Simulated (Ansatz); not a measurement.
hcp Hf (0 0 1) on wurtzite ZnO (0 0 1) (film strained to the substrate, started from cuts of the bulks and a machine-learned relaxation; slabs Zn6O6 and Hf4, which can lie off the formulas)

A periodic stack without vacuum, hcp Hf (0 0 1) on wurtzite ZnO (0 0 1) (film strained to the substrate, started from cuts of the bulks and a machine-learned relaxation; slabs Zn6O6 and Hf4, which can lie off the formulas): substrate slab Zn6O6, film Hf4, surface cells [[-1, -1], [0, -1]] and [[0, -1], [1, 0]], film strained by +2.3 and +2.3 %, outermost planes O/Zn and Hf/Hf as cut, which need not be the usual terminations and can put a slab off its formula.

The start was prepared with a machine-learned potential, and the result is one local minimum, with the in-plane cell held and forces under 0.04 eV/Å; the film can end far from its bulk form.

The numbers are results of PBE (plane waves to 420 eV, PAW; Ansatz, a first-principles code), not measurements. No spin–orbit coupling; the runs are not spin-polarised; PBE gaps are too small against experiment. Its k-point mesh 11×11×1, Fermi–Dirac width 0.05 eV.

The interface area comes out as 9.3 Å². The period is 25.93 Å and the heights between the nearest atoms of the two slabs at the two interfaces comes out as 2.27 and 2.06 Å. The Hf–Zn contacts across the interfaces within 1.22 times the sum of covalent radii is 6, mean 3.16 Å and the Hf–O contacts across the interfaces within 1.22 times the sum of covalent radii comes out as 1, mean 2.06 Å.

```yaml
crystal:
  lattice:
    - [3.27836, 0.00009, 0.11063]
    - [1.63953, 2.84014, 0.04304]
    - [2.37054, 0.12436, 26.02025]
  atoms:
    - { symbol: Zn, position: [0.41777, 0.35997, 0.06324] }
    - { symbol: Zn, position: [0.64826, 0.69278, 0.16614] }
    - { symbol: O, position: [0.34235, 0.35973, 0.13825] }
    - { symbol: O, position: [0.77825, 0.69338, 0.03579] }
    - { symbol: Zn, position: [0.21320, 0.35870, 0.26876] }
    - { symbol: Zn, position: [0.44466, 0.69199, 0.37134] }
    - { symbol: O, position: [0.13747, 0.35879, 0.34486] }
    - { symbol: O, position: [0.57309, 0.69210, 0.24187] }
    - { symbol: Zn, position: [0.00875, 0.35955, 0.47379] }
    - { symbol: Zn, position: [0.23517, 0.69381, 0.57971] }
    - { symbol: O, position: [0.93105, 0.36059, 0.55023] }
    - { symbol: O, position: [0.36794, 0.69286, 0.44770] }
    - { symbol: Hf, position: [0.81432, 0.36058, 0.66730] }
    - { symbol: Hf, position: [0.05386, 0.69378, 0.76141] }
    - { symbol: Hf, position: [0.62297, 0.36069, 0.85876] }
    - { symbol: Hf, position: [0.85868, 0.69359, 0.95619] }
```
